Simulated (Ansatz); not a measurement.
The reference is Ge in the diamond structure (space group Fd-3m, No. 227).

```yaml
crystal:
  lattice:
    - [0.00000, 2.83808, 2.83808]
    - [2.83808, 0.00000, 2.83808]
    - [2.83808, 2.83808, 0.00000]
  atoms:
    - { symbol: Ge, position: [0.50000, 0.50000, 0.50000] }
    - { symbol: Ge, position: [0.75000, 0.75000, 0.75000] }
```

Cartesian axes are those of the cell as printed.

All numbers come from PBEsol (Ansatz, a quantum-chemistry and plane-wave program; PAW; 420 eV plane waves; scalar-relativistic without spin-orbit coupling).

Strains are applied to the cell and any free atomic positions relax.

One change was made to it. Results:

```tsv
quantity	base	after
pressure (mean of the normal stresses, compression positive)	0.0 GPa	-2.9 GPa
energy relative to the base (free energy F)	0 meV/atom	+19 meV/atom
```

**Question.** Name the change that was made.
A. uniaxial strain ε_xx = +1.88 %
B. isotropic strain −4.81 %
C. uniaxial strain ε_xx = +4.94 %

**Answer.** C, uniaxial strain ε_xx = +4.94 %. For comparison, the energy relative to the base in the other runs: isotropic strain −4.81 % gives +120 meV/atom; uniaxial strain ε_xx = +1.88 % gives +2.8 meV/atom.

Stability against distortions was not tested.
